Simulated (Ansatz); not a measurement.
Worked example: relaxation of the atoms of VMo (Cmm2, 2 atoms in the cell) in Ansatz (an electronic-structure program).

Level of theory: LDA (PW92), default PAW files made with PBE (plane waves; Ansatz).

The change in words: one atom moved by 0.15 angstrom; relax: default → atoms; relax.f_tol: default → 0.1 eV/Å. Reference geometry:
```
VMo
1.0
    1.52959    -2.21291     0.00000
    1.52959     2.21291     0.00000
    0.00000     0.00000     4.20786
V Mo
1 1
Direct
  0.50000   0.50000   0.50000
  0.00000   0.00000   0.00000
```

Reference input (self-consistent single point, DFT, LDA (PW92), plane waves, default PAW files made with PBE): basis.ecutwfc = 420 eV; kpoints.mp_grid.grid = 13 13 8; hamiltonian.xc = lda; hamiltonian.pseudopotentials = {kind: paw} (the program's default PAW files); scf.occupations.method = gaussian; scf.occupations.width = 0.1 eV. This run's input differs from it in these lines:

```diff
@@ -7,3 +7,3 @@
   atoms:
-    - { symbol: V, position_ang: [1.52959400, 0.00000000, 2.10393250] }
+    - { symbol: V, position_ang: [1.52959400, 0.00000000, 2.25393447] }
     - { symbol: Mo, position_ang: [0.00000000, 0.00000000, 0.00000000] }
@@ -22,2 +22,4 @@
     width: 0.1
+relax:
+  f_tol: 0.1
 output:
```

The program printed (abridged):

```
   [... SCF lines of the steps left out ...]
relax step   1: F+E_penalty+E_count = -7703.39863965 eV  Δ(F+E_penalty+E_count) = +0.000e0 eV  max|allowed force component| = 1.276e0 eV/Å  Δτ_max = 0.0000 Å  (6 SCF iters, dr2 threshold 1.00e-4 eV, accepted)
relax step   2: F+E_penalty+E_count = -7703.48698439 eV  Δ(F+E_penalty+E_count) = -8.834e-2 eV  max|allowed force component| = 3.716e-1 eV/Å  Δτ_max = 0.0537 Å  (6 SCF iters, dr2 threshold 1.00e-4 eV, accepted)
relax step   3: F+E_penalty+E_count = -7703.49494170 eV  Δ(F+E_penalty+E_count) = -7.957e-3 eV  max|allowed force component| = 1.676e-3 eV/Å  Δτ_max = 0.0212 Å  (6 SCF iters, accepted)
the relaxation is at rest under the 4 symmetry operations that the run kept from its start: a minimum is not shown …
Free energy (F): -7703.494942 eV
Internal energy: -7703.487782 eV  (E = F + TS)
E sigma→0 (E₀):  -7703.491362 eV
Entropy (-TS):   -0.007160 eV (-3.580 meV/atom)
Fermi energy:    18.954249 eV
--- Forces (eV/Å), atoms counted from 1 ---
  atom   1  V      0.00000000     0.00000000    -0.00169473
  atom   2  Mo     0.00000000     0.00000000     0.00165695
--- Stress (GPa, compression-positive) ---
       -7.441230       0.000000       0.000000
        0.000000      -8.222885       0.000000
        0.000000       0.000000      -7.608370
  P = ⅓ Tr σ = -7.7575 GPa (-77.575 kbar)
  The stress holds the Pulay correction. Without it, at fixed plane waves, as pw.x and ABINIT print it: P = -7.8008 GPa
--- Relaxed structure (3 steps of the walk, 3 accepted, 0 SCFs on fresh bases) ---
  F+E_penalty+E_count = -7703.49494170 eV   max|allowed force component| = 1.676e-3 eV/Å
  atoms:
    - { symbol: V, position: [0.5, 0.5, 0.5178468415581945] }
    - { symbol: Mo, position: [0.0, 0.0, 0.017801158080577147] }
```

The run converged. 

Summary of the result:
- Free energy E − TS (on the zero of these files) = -7703.4949 eV
- Fermi level (on the code's own zero) = 18.95 eV
- Pressure = -7.76 GPa
- Largest force (vector length) = 0.002 eV/Å
- Relaxation steps = 3

The starting cell comes from a database of computed structures (which also holds hypothetical and non-ambient phases and stackings), without a prior relaxation at this level. Its lattice was rescaled by up to half a per cent. For this run, on top of that: one atom moved by 0.15 angstrom. Spin polarisation is off. The relaxation keeps the symmetry of its start, so its end need not be a minimum. Ansatz's pressure includes its estimate of the finite-basis (Pulay) stress.

Cost on one core of a shared machine: roughly 30 s.

Keys are those of Ansatz 0.2.
